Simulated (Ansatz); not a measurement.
We look at the energy of the reaction as written. Reaction: 1/2 cell B → cell A. A negative value means that the right-hand side lies lower.

Cell A: a sheet of composition LiF, 2 atoms, hexagonal cell of 3.12 Å (8.4 Å²), symmetry P-6m2 within 0.02 Å, 0.0 Å thick under 16 Å of vacuum, in-plane vectors relaxed; planes from bottom to top: LiF, all atoms in one plane; a model cell; spin state with PBE: run without spin, k-point mesh 12×12×1.
```
CELL_PARAMETERS angstrom
      3.12061     0.00000     0.00000
     -1.56030     2.70253     0.00000
      0.00000     0.00000    16.00000
ATOMIC_POSITIONS crystal
  Li 0.33333 0.66667 0.50000
  F  0.66667 0.33333 0.50000
```

Cell B: a sheet of composition Li2F2 laid out as a (100) plane of LiF (rock salt, Fm-3m), 4 atoms, square cell of 2.88 Å (8.3 Å²), symmetry P4/nmm within 0.02 Å, 2.1 Å thick under 16 Å of vacuum, in-plane vectors held at the crystal's; planes from bottom to top: LiF × 2; all atoms within 0.5 Å of the crystal's sites, in a cell too small to show a reconstruction; a model cell; spin state with PBE: run without spin, k-point mesh 10×10×1.
```xyz
4
Lattice="2.8760 0.0000 0.0000 0.0000 2.8760 0.0000 0.0000 0.0000 18.0254" Properties=species:S:1:pos:R:3 pbc="T T T"
Li     0.0000     0.0000     8.0563
F      1.4380     1.4380     7.9738
F      0.0000     0.0000    10.0516
Li     1.4380     1.4380     9.9690
```

Plane-wave PAW calculations with Ansatz (a program for electronic structure), its PAW set soft_1, cutoff 420 eV. The structures are at rest with PBE, within the held lattices; other levels are single points on them. HSE06 runs on coarser k-point meshes, mended by the PBE difference between the two meshes. Neutral cells; Fermi-Dirac smearing of at most 0.05 eV in the solids, energies taken to zero width. The lattices are those relaxed with PBE or held as stated, so at other levels the solids can be strained, which adds to the spread. A dispersion term (D3(BJ), or D4 for r2SCAN) was computed beside these levels and is taken off wherever the name lacks it. Space groups of crystals are read within 0.01 Å. Nuclei at rest; no vibrational terms. The cells' k-point meshes differ in density, so the last digit is unsettled. Cell A has symmetry P-6m2 within 0.02 Å and got no random move, so less symmetric positions, which may lie lower, weren't tried. Cell B has symmetry P4/nmm within 0.02 Å and got no random move, so less symmetric positions, which may lie lower, weren't tried.

Predict the value from HSE06.

0.07 eV, for 1/2 cell B → cell A.

List the value at the remaining levels and say how far they part.


```
Method  value (eV)  less HSE06
------  ----------  ----------
PBE           0.07        0.00
```

The levels shown span only 0.00 eV, too little to tell them apart.
